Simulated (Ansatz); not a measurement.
The decay constant κ of evanescent states in the gap governs leakage through a thin film.

```xyz
9
Lattice="4.9150 0.0000 0.0000 -2.4575 4.2565 0.0000 0.0000 0.0000 5.2684" Properties=species:S:1:pos:R:3 pbc="T T T"
Si     2.3047     0.0000     0.0000
Si    -1.1523     1.9959     1.7561
Si     1.3051     2.2606     3.5122
O      0.7800     3.6428     4.1351
O     -1.0873     3.1106     0.6228
O      0.3073     1.7596     2.3790
O      3.2375     0.6137     1.1333
O      1.3702     1.1459     4.6455
O      2.7648     2.4969     2.8894
```

The cell is strained (lengths along the current scaled by 0.97, ions clamped); by r2SCAN it stands under a pressure of 6.6 GPa.

Transport runs along the normal of the first two printed cell vectors, the (001) (indices of the unstrained crystal) plane of the conventional cell.

The gap is the functional's own, uncorrected, and κ follows it; spin-orbit coupling is left out. Mid-gap means the computed energy nearest the middle.

Task: State the band gap and the smallest decay constant κ at mid-gap according to r2SCAN in Ansatz (a program for electronic structure).

Result: Gap 6.79 eV on a 12×12×6 mesh; κ = 0.534 1/Å, at the zone centre.
